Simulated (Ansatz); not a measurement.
Fluorite CeH2 (cell taken from a computed entry), treated with r²SCAN+rVV10 (Ansatz, a quantum-chemistry and plane-wave program, plane waves, PAW).

Numerical settings: plane-wave cutoff 500 eV, 12×12×12 k mesh, Fermi–Dirac smearing 0.05 eV, spin-polarised start, scalar-relativistic PAW data made under PBE.

Computed at the level's own relaxed cell.

Problem. Give the computed volume per atom and lattice parameter a.

Solution. 
- volume per atom = 14.16 Å³/atom
- lattice parameter a = 5.539 Å

Note: the magnetic order was assumed, not searched for or taken from measurement; the relaxation could not lower the start's symmetry, so the cell can be a saddle point above a distorted one; the 4f shell is treated without U or exact exchange, so its levels and filling can be wrong.

Spin–orbit coupling is not included.

Static lattice: no zero-point or thermal effects.
